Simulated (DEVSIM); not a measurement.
System: Schottky contact on p-type CdTe, at 300 K.

```csv
layer (left to right),material,thickness (μm),Na (cm⁻³),τn (s),τp (s)
1,CdTe,0.750,1.9e15,4.8e-10,4.8e-10
```

Left contact: Schottky, work function 4.61 eV, emission velocity 4.6e6 cm/s. Right contact: ohmic. Voltage is applied to the left contact. Recombination: SRH at mid-gap, Auger. Mobility is μmin + (μ − μmin)/(1 + (N/Nref)^α).

This is a model device: material constants are rounded textbook-type values typed into the input, and sizes, dopings and lifetimes were drawn at random. Values at 300 K.

| parameter | CdTe |
|---|---|
| gap (eV) | 1.5 |
| affinity (eV) | 4.28 |
| permittivity | 10.2 |
| Nc (cm⁻³) | 8e17 |
| Nv (cm⁻³) | 1.8e19 |
| μn (cm²/Vs) | 1000 |
| μp (cm²/Vs) | 80 |
| μn,min | 100 |
| μp,min | 10 |
| Nref,n | 1e17 |
| Nref,p | 1e17 |
| αn | 0.6 |
| αp | 0.6 |
| Cn (cm⁶/s) | 1e-30 |
| Cp (cm⁶/s) | 1e-30 |

Simulated with DEVSIM: 1D drift-diffusion, Boltzmann statistics, complete ionisation; no tunnelling, impact ionisation, image-force lowering or self-heating. Metal contacts follow the ideal Schottky-Mott rule: no Fermi-level pinning, no interface dipoles.

Task: Tabulate band edges, carrier densities and field at zero bias.

Result: Energies count from the Fermi level of the right contact; mesh points crowd at the junctions.

```json
[
 {"x (μm)": "0.000", "Ec (eV)": "0.330", "Ev (eV)": "-1.170", "n (cm⁻³)": "2.3e12", "p (cm⁻³)": "< 1e2", "field (V/cm)": "25000"},
 {"x (μm)": "0.006614", "Ec (eV)": "0.346", "Ev (eV)": "-1.154", "n (cm⁻³)": "1.2e12", "p (cm⁻³)": "< 1e2", "field (V/cm)": "25000"},
 {"x (μm)": "0.01651", "Ec (eV)": "0.371", "Ev (eV)": "-1.129", "n (cm⁻³)": "4.8e11", "p (cm⁻³)": "< 1e2", "field (V/cm)": "24000"},
 {"x (μm)": "0.02737", "Ec (eV)": "0.397", "Ev (eV)": "-1.103", "n (cm⁻³)": "1.7e11", "p (cm⁻³)": "< 1e2", "field (V/cm)": "24000"},
 {"x (μm)": "0.04632", "Ec (eV)": "0.441", "Ev (eV)": "-1.058", "n (cm⁻³)": "3.1e10", "p (cm⁻³)": "< 1e2", "field (V/cm)": "23000"},
 {"x (μm)": "0.06485", "Ec (eV)": "0.484", "Ev (eV)": "-1.016", "n (cm⁻³)": "5.9e9", "p (cm⁻³)": "150", "field (V/cm)": "23000"},
 {"x (μm)": "0.09257", "Ec (eV)": "0.546", "Ev (eV)": "-0.954", "n (cm⁻³)": "5.5e8", "p (cm⁻³)": "1700", "field (V/cm)": "22000"},
 {"x (μm)": "0.1348", "Ec (eV)": "0.634", "Ev (eV)": "-0.866", "n (cm⁻³)": "1.8e7", "p (cm⁻³)": "51000", "field (V/cm)": "20000"},
 {"x (μm)": "0.1761", "Ec (eV)": "0.715", "Ev (eV)": "-0.785", "n (cm⁻³)": "770000", "p (cm⁻³)": "1200000", "field (V/cm)": "19000"},
 {"x (μm)": "0.2379", "Ec (eV)": "0.826", "Ev (eV)": "-0.674", "n (cm⁻³)": "11000", "p (cm⁻³)": "8.4e7", "field (V/cm)": "17000"},
 {"x (μm)": "0.3056", "Ec (eV)": "0.932", "Ev (eV)": "-0.568", "n (cm⁻³)": "180", "p (cm⁻³)": "5.1e9", "field (V/cm)": "15000"},
 {"x (μm)": "0.4183", "Ec (eV)": "1.074", "Ev (eV)": "-0.426", "n (cm⁻³)": "< 1e2", "p (cm⁻³)": "1.3e12", "field (V/cm)": "11000"},
 {"x (μm)": "0.4915", "Ec (eV)": "1.144", "Ev (eV)": "-0.356", "n (cm⁻³)": "< 1e2", "p (cm⁻³)": "1.9e13", "field (V/cm)": "8300"},
 {"x (μm)": "0.5581", "Ec (eV)": "1.192", "Ev (eV)": "-0.308", "n (cm⁻³)": "< 1e2", "p (cm⁻³)": "1.2e14", "field (V/cm)": "6100"},
 {"x (μm)": "0.6153", "Ec (eV)": "1.222", "Ev (eV)": "-0.278", "n (cm⁻³)": "< 1e2", "p (cm⁻³)": "3.8e14", "field (V/cm)": "4400"},
 {"x (μm)": "0.6481", "Ec (eV)": "1.235", "Ev (eV)": "-0.265", "n (cm⁻³)": "< 1e2", "p (cm⁻³)": "6.3e14", "field (V/cm)": "3600"},
 {"x (μm)": "0.6780", "Ec (eV)": "1.245", "Ev (eV)": "-0.255", "n (cm⁻³)": "< 1e2", "p (cm⁻³)": "9.3e14", "field (V/cm)": "3000"},
 {"x (μm)": "0.6980", "Ec (eV)": "1.250", "Ev (eV)": "-0.250", "n (cm⁻³)": "< 1e2", "p (cm⁻³)": "1.2e15", "field (V/cm)": "2700"},
 {"x (μm)": "0.7185", "Ec (eV)": "1.256", "Ev (eV)": "-0.244", "n (cm⁻³)": "< 1e2", "p (cm⁻³)": "1.4e15", "field (V/cm)": "2500"},
 {"x (μm)": "0.7302", "Ec (eV)": "1.259", "Ev (eV)": "-0.241", "n (cm⁻³)": "< 1e2", "p (cm⁻³)": "1.6e15", "field (V/cm)": "2400"},
 {"x (μm)": "0.7409", "Ec (eV)": "1.261", "Ev (eV)": "-0.239", "n (cm⁻³)": "< 1e2", "p (cm⁻³)": "1.7e15", "field (V/cm)": "2400"},
 {"x (μm)": "0.7500", "Ec (eV)": "1.263", "Ev (eV)": "-0.237", "n (cm⁻³)": "< 1e2", "p (cm⁻³)": "1.9e15", "field (V/cm)": "2300"}
]
```
